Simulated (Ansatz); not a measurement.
An Ansatz (a quantum-chemistry and plane-wave program) input (PBEsol (Ansatz), without spin-orbit coupling):

Ansatz 0.2 input:
```yaml
crystal:
  lattice:
    - [2.8984663155, 0, 0]
    - [-1.4492331577, 2.5101454612, 0]
    - [0, 0, 2.8277254]
  atoms:
    - { symbol: W, position: [0, 0, 0] }
    - { symbol: C, position: [0.6666666667, 0.3333333333, 0.5] }
basis: { ecutwfc: 420, ecutrho_ratio: 4, xc_grid: 2, fft_grid_basis: typed }
kpoints: { mp_grid: { grid: [18, 18, 16] } }
hamiltonian:
  xc: pbesol
  dispersion: none
  pseudopotentials: { kind: paw }
scf: { occupations: { method: fermi_dirac, width: 0.05 }, convergence: { dr2_threshold: 0.0000000002 } }
output: { forces: true, stress: true }
```

### Question
Which symmetry and how many k-points will the program report, and about how many plane waves at Γ?

### Answer
Space group P-6m2 (ITA 187) with 12 operations, k-points 333 of 5184, and 405 plane waves at Γ.

No phonon test of stability was made. All final runs are without spin polarisation. The cell is WC (space group P-6m2, No. 187).
